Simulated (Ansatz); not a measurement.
Consider BiB in the zinc blende structure (space group F-43m, No. 216; a = 5.457 Å; a hypothetical phase, not in the database extracts checked).

The change: full substitution Bi → Pb, then cell and atoms are relaxed.

Levels (all Ansatz, an electronic-structure program, PAW, earlier PAW set): PBEsol (420 eV, no spin-orbit coupling); r2SCAN (500 eV, no SOC).

The geometry is relaxed with PBEsol.

| Property | Result |
|---|---|
| PBEsol pressure | 0.0 GPa |

What does r2SCAN give at this geometry for the pressure?

The pressure goes from zero to 1.7 GPa.

Single points use the geometry relaxed with PBEsol. Their cutoffs differ, which shifts pressures a little. Stability against distortions was not tested. As relaxed here, PbB is a hypothetical phase, not in the database extracts checked. The final runs are not spin-polarised. An odd electron count without spin: PbB.
